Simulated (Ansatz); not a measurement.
The starting structures come from a database of crystals and need not be the phases stable at ambient conditions.

By PBEsol, the system below comes out a metal.

A figure of merit of an interconnect metal is its ballistic conductance per area.

Consider the following.

```
TaW3
1.0
    4.52393     0.00000     0.00000
    0.00000     4.52393     0.00000
    2.26196    -2.26196     3.19890
Ta W
1 3
Cartesian
  0.00000   0.00000   0.00000
  4.52393   2.26196   1.59945
  2.26196   0.00000   1.59945
  2.26196   2.26196   0.00000
```

Space group of this cell: Fm-3m. The cell is taken as given; by PBEsol its mean pressure is -5.3 GPa.

The current flows along the normal of the first two printed cell vectors, the (001) plane of the conventional cell. No spin-orbit coupling; the value is a mean over 0.1 eV about the Fermi level.

Q: State the ballistic conductance per area according to Ansatz (a first-principles code) with PBEsol.

A: 0.89 × 10¹⁵ S/m² for both spins.
